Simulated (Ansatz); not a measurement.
Al2Au, response to strain

Start from Al2Au (space group Fm-3m, No. 225; a = 6.003 Å; relaxed with 0.1 eV smearing). Axes: x, y, z lie along the cube axes.

Strains are applied to the cell and any free atomic positions relax.

Computed with Kohn–Sham DFT with the PBEsol functional, run in Ansatz (a program for electronic structure) with PAW and 420 eV plane waves, no spin-orbit coupling.

Notes on the quantities. energy relative to the base: free energy F.

```tsv
variant	largest internal atomic displacement	energy relative to the base	shortest interatomic distance
base	–	0 meV/atom	2.599 Å
tensor shear ε_xy = +1.43 %	0.027 Å	+2.5 meV/atom	2.590 Å
tensor shear ε_xy = +2.00 %	0.037 Å	+4.8 meV/atom	2.587 Å
tensor shear ε_xy = +1.71 %	0.032 Å	+3.5 meV/atom	2.589 Å
tensor shear ε_xy = +1.14 %	0.021 Å	+1.6 meV/atom	2.592 Å
tensor shear ε_xy = +0.29 %	–	+0.1 meV/atom	2.597 Å
tensor shear ε_xy = +0.57 %	0.011 Å	+0.4 meV/atom	2.596 Å
tensor shear ε_xy = +0.86 %	0.016 Å	+0.9 meV/atom	2.594 Å
```

No phonon test of stability was made.
